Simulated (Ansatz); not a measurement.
## Electron-phonon data for Cu under load (space group I4/mmm)

Consider the following.

```
CELL_PARAMETERS angstrom
      0.00000     1.75224     1.82351
      1.75224     0.00000     1.82351
      1.75224     1.75224     0.00000
ATOMIC_POSITIONS crystal
  Cu 0.00000 0.00000 0.00000
```

Method: PBEsol, DFPT electron-phonon coupling, linearised Boltzmann equation (plane waves, PAW, scalar-relativistic; Ansatz, an electronic-structure program). Condition of this run: biaxial stress xx = yy = 3 GPa (compression positive) (the target of the relaxation). Cell: relaxed with this functional, without spin-orbit coupling, then loaded as said.

```yaml
resistivity at 300 K: 1.62 μΩ·cm
resistivity at 77 K: 0.183 (x), 0.183 (y), 0.177 (z) μΩ·cm
electron mean free path at 300 K (weighted by the current that each state carries): 41 nm
resistivity times mean free path for one path shared by all states (from the Fermi surface's area): 6.5 ×10⁻¹⁶ Ω·m²
electron-phonon coupling λ: 0.117
transport coupling λ_tr: 0.123
logarithmic_mean_phonon_energy: 19.2 meV
density of states at the Fermi level: 0.148 states/(eV·spin·cell)
drude_plasma_energy: 9.1 eV
Hall coefficient at 300 K: -3.9 ×10⁻¹¹ m³/C
Tc for μ* = 0.10 (anisotropic Eliashberg): below 1 K
Tc for μ* = 0.13 (anisotropic Eliashberg): below 1 K
```

A metal at this level (no band gap). Only scattering by harmonic phonons is included (no impurities, grain boundaries, electron-electron scattering or thermal expansion). Spin-orbit coupling is left out. Halving the electron mesh (40x40x40) moves the resistivity by up to 2 % at 300 K, the mean free path by up to 1 %, the coupling by up to 3 %. Smearing 0.20 eV; phonons on a 7x7x7 q mesh, which this run doesn't test and which matters most at low temperature. Tc comes from the anisotropic Migdal-Eliashberg equations with μ*, a chosen number, referred to 22 meV.
